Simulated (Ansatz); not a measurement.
System: Mg₂F (model structure, started from the Ca2N type, R-3m, No. 166, 3 atoms in the cell). Method: PBE in Ansatz (plane waves, PAW).

Settings: plane-wave cutoff 520 eV, 20×20×20 k mesh, Fermi–Dirac smearing 0.05 eV, scalar-relativistic PAW data made under PBE.

Cell (relaxed at this level):

Space group R-3m, hexagonal axes (No. 166); a = 3.1710 Å, b = 3.1710 Å, c = 17.5034 Å, α = 90.00°, β = 90.00°, γ = 120.00°

| atom | site | symmetry | x | y | z |
|---|---|---|---|---|---|
| Mg | 6c | 3m | 0.0000 | 0.0000 | 0.2395 |
| F | 3a | -3m | 0.0000 | 0.0000 | 0.0000 |
(The calculation used a cell of 3 atoms; values per cell refer to that cell.)

Question: Estimate the bulk modulus B0 that the calculation returns.

Answer: 
- bulk modulus B0: 46.2 GPa

The run finds no gap.

Note: the bulk modulus is −V dP/dV from two relaxed cells at ±2 % in volume; the relaxation could raise the start's symmetry but not lower it, so the cell can be a saddle point.

Static lattice: no zero-point or thermal effects.

Computing time: about 5 core-minutes (a rough figure).

A model structure was made by putting elements into a prototype or built by hand; it is no filed structure, need not be a known phase, and can be a saddle point held by its symmetry.

Ansatz is a program for electronic structure.
